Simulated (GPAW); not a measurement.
GPAW run on CuGaSe2 (I-42d, 8 atoms in the cell): self-consistent single point.

Computed with PBE, GPAW PAW datasets PBE (gpaw-data 1.0.1) (plane waves; GPAW 25.7.0).

The change in words: lattice scaled by 0.98. Reference geometry:
```
CELL_PARAMETERS angstrom
     -2.83305     2.83305     5.56510
      2.83305    -2.83305     5.56510
      2.83305     2.83305    -5.56510
ATOMIC_POSITIONS crystal
  Ga 0.50000 0.50000 0.00000
  Ga 0.25000 0.75000 0.50000
  Cu 0.00000 0.00000 0.00000
  Cu 0.75000 0.25000 0.50000
  Se 0.87500 0.87500 0.50000
  Se 0.12500 0.62500 0.00000
  Se 0.37500 0.37500 0.50000
  Se 0.62500 0.12500 0.00000
```

Reference input (self-consistent single point, DFT PBE, plane waves, GPAW PAW datasets PBE (gpaw-data 1.0.1)): mode = pw; ecut = 850 eV; xc = PBE; kpts = 3 3 3; mesh shift (steps) = 0 0 0; occupations.name = fermi-dirac; occupations.width = 0.02 eV; nbands = -6; convergence.density = 1e-05 e/electron; convergence.energy = 1e-05 eV/electron; convergence.bands = -4; symmetry.symmorphic = false. This run's input differs from it in these lines:

```diff
@@ -5,13 +5,13 @@
 atoms = Atoms(['Ga', 'Ga', 'Cu', 'Cu', 'Se', 'Se', 'Se', 'Se'],
-              cell=[[-2.833050, 2.833050, 5.565100],
-                    [2.833050, -2.833050, 5.565100],
-                    [2.833050, 2.833050, -5.565100]],
-              positions=[[0.000000, 0.000000, 5.565100],
-                         [2.833050, 0.000000, 2.782550],
+              cell=[[-2.776389, 2.776389, 5.453798],
+                    [2.776389, -2.776389, 5.453798],
+                    [2.776389, 2.776389, -5.453798]],
+              positions=[[0.000000, 0.000000, 5.453798],
+                         [2.776389, 0.000000, 2.726899],
                          [0.000000, 0.000000, 0.000000],
-                         [0.000000, 2.833050, 2.782550],
-                         [1.416525, 1.416525, 6.956375],
-                         [1.416525, -1.416525, 4.173825],
-                         [1.416525, 1.416525, 1.391275],
-                         [-1.416525, 1.416525, 4.173825]],
+                         [0.000000, 2.776389, 2.726899],
+                         [1.388195, 1.388194, 6.817248],
+                         [1.388194, -1.388194, 4.090349],
+                         [1.388194, 1.388194, 1.363450],
+                         [-1.388194, 1.388194, 4.090349]],
               pbc=True)
```

Log, with long lists cut:

```
     iter     time        total  log10-change:
                         energy   eigst   dens
iter:   1 --:--:--   -32.076218   +0.49
iter:   2 --:--:--   -31.595482   -1.24  -1.18
iter:   3 --:--:--   -30.901423   -0.80  -1.19
iter:   4 --:--:--   -30.917938   -1.41  -1.30
iter:   5 --:--:--   -30.779812   -1.41  -1.44
   [... 6 lines left out ...]
iter:  12 --:--:--   -30.755575   -2.22  -2.57
iter:  13 --:--:--   -30.745919   -3.44  -2.67
iter:  14 --:--:--   -30.744083   -3.50  -2.98
iter:  15 --:--:--   -30.744071   -4.44  -3.22
iter:  16 --:--:--   -30.744085c  -5.62  -3.30
iter:  17 --:--:--   -30.744091c  -6.18  -3.41
iter:  18 --:--:--   -30.744082c  -6.08  -3.45
iter:  19 --:--:--   -30.744097c  -5.21  -3.48
iter:  20 --:--:--   -30.744070c  -5.62  -3.55
iter:  21 --:--:--   -30.744069c  -6.87  -4.20
iter:  22 --:--:--   -30.744069c  -7.50c -4.54
iter:  23 --:--:--   -30.744069c  -7.12  -4.62
iter:  24 --:--:--   -30.744069c  -7.76c -4.70
iter:  25 --:--:--   -30.744069c  -8.82c -5.09c
Converged after 25 iterations.

Dipole moment: (0.546238, -0.546244, 0.000015) |e|*Ang

Energy contributions relative to reference atoms: (reference = -460226.375262)

Kinetic:        +67.180666
Potential:      -61.921046
External:        +0.000000
XC:             -36.120159
Entropy (-ST):   -0.000001
Local:           +0.116472
SIC:             +0.000000
--------------------------
Free energy:    -30.744069
Extrapolated:   -30.744069

Showing only first 2 kpts
 Kpt  Band  Eigenvalues  Occupancy
  0    24      5.64177    2.00000
  0    25      5.77100    1.99994
  0    26      6.18668    0.00006
  0    27      7.62153    0.00000

  1    24      5.03391    2.00000
  1    25      5.37292    2.00000
  1    26      7.65737    0.00000
  1    27      7.86949    0.00000

Fermi level: 5.97887

Gap: 0.416 eV
Transition (v -> c):
   [... lines left out ...]
  2 Cu    0.00000    0.00000    0.00000
  3 Cu    0.00000    0.00000    0.00000
  4 Se    0.47524   -0.00000   -0.00000
  5 Se    0.00000   -0.47524    0.00000
  6 Se   -0.47524    0.00000    0.00000
  7 Se    0.00000    0.47524    0.00000

Stress tensor:
    -0.039748    -0.000000     0.000000
    -0.000000    -0.039748    -0.000000
     0.000000    -0.000000    -0.039923
Stress (GPa, Voigt): [-6.3684 -6.3684 -6.3964 -0.      0.     -0.    ]
```

The run converged in 25 iterations. GPAW prints stress with tension positive. Against the reference run the free energy rises by 32.1 meV/atom, the pressure goes from 1.53 to 6.38 GPa, the largest force goes from 0.321 to 0.475 eV/Å and the gap on the mesh goes from 0.136 to 0.416 eV.

The starting cell has typed, rounded lattice constants, without a prior relaxation at this level. Its lattice was rescaled by a random factor within 2.5 % of one. For this run, on top of that: lattice scaled by 0.98. With a pressure of about 6 GPa the cell is away from its equilibrium volume at this level.

Cost on one core of a shared machine: roughly 2 min.
